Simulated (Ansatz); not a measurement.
**Habitual settings against a tight run: Ta2O5 (P2/m, 7 atoms in the cell)**

Self-consistent single point.

```xyz
7
Lattice="3.7719 0.0000 0.0000 0.0000 3.7928 0.0000 -1.7860 0.0000 6.4108" Properties=species:S:1:pos:R:3 pbc="T T T"
Ta     1.0367     0.0000     5.0729
Ta     0.9492     0.0000     1.3379
O      1.0716     1.8964     5.1179
O      0.9143     1.8964     1.2929
O     -0.8392     0.0000     5.5814
O      2.8251     0.0000     0.8294
O      0.9929     0.0000     3.2054
```

Computed with r2SCAN, PAW files made with PBE (plane waves; Ansatz, a program for electronic structure).

Base settings: basis.ecutwfc = 500 eV; kpoints.mp_grid.grid = 5 5 3; hamiltonian.xc = r2scan; hamiltonian.pseudopotentials = {kind: paw} (the program's default PAW files); scf.occupations.method = gaussian; scf.occupations.width = 0.02 eV.

Tight run (finer mesh or higher cutoff; not a proven limit): basis.ecutwfc: 500 eV → 700 eV; kpoints.mp_grid.grid: 5 5 3 → 7 7 5; scf.convergence.dr2_threshold: default (1e-07 eV) → 1e-09 eV. It gave top of the valence band (on the code's own zero) 7.28 eV; gap on the k-point mesh 2.93 eV; pressure 13.50 GPa; largest force (vector length) 0.137 eV/Å.

Quick runs, as changes from the base:
- A: the base itself
- B: basis.ecutwfc: 500 eV → 400 eV; kpoints.mp_grid.grid: 5 5 3 → 2 2 2; scf.occupations.method: gaussian → methfessel_paxton; scf.occupations.width: 0.02 eV → 0.5 eV
- C: basis.ecutwfc: 500 eV → 300 eV; kpoints.mp_grid.grid: 5 5 3 → 1 1 1
- D: kpoints.mp_grid.grid: 5 5 3 → 4 4 4; scf.occupations.method: gaussian → methfessel_paxton; scf.occupations.width: 0.02 eV → 0.136 eV; scf.convergence.dr2_threshold: default (1e-07 eV) → 0.001 eV
- E: basis.ecutwfc: 500 eV → 400 eV; kpoints.mp_grid.grid: 5 5 3 → 6 6 6; scf.occupations.method: gaussian → methfessel_paxton; scf.occupations.width: 0.02 eV → 0.272 eV; kpoints.mp_grid.shift: default → 0.5 0.5 0.5

Gaps are read on each run's own mesh, which may miss the band edges.

The count of work is k-points × plane waves × bands × iterations; it is no time. 

Pressures in the table are Ansatz's without its Pulay estimate, at a fixed set of plane waves; the tight run's value above holds the estimate.

The starting cell comes from a database of computed structures (which also holds hypothetical and non-ambient phases and stackings), without a prior relaxation at this level. Its lattice was rescaled by a random factor within 2.5 % of one. Spin-orbit coupling is off. In the base run, with a pressure of about 14 GPa the cell is away from its equilibrium volume at this level.

```tsv
run	energy less tight (meV/atom)	pressure less tight (GPa)	largest miss in a force vector (eV/Å)	gap on the mesh less tight (eV)	count of work / tight
A	4.2	-0.04	0.024	0.061	0.16
B	85.4	-0.51	1.076	-0.193	0.041
C	2820.2	5.51	11.692	-1.786	0.0036
D	7.3	-0.02	0.061	-0.070	0.12
E	8.0	-0.50	0.011	0.392	0.27
```

Among the runs at the tight run's level, the energy misses run from 4.2 to 2820.2 meV/atom.

Left out of this page: 1 run of the series outside the window shown, repeating another row's setting, or not comparable; 2 runs of the series with a known weakness of the program.

Keys are those of Ansatz 0.2.
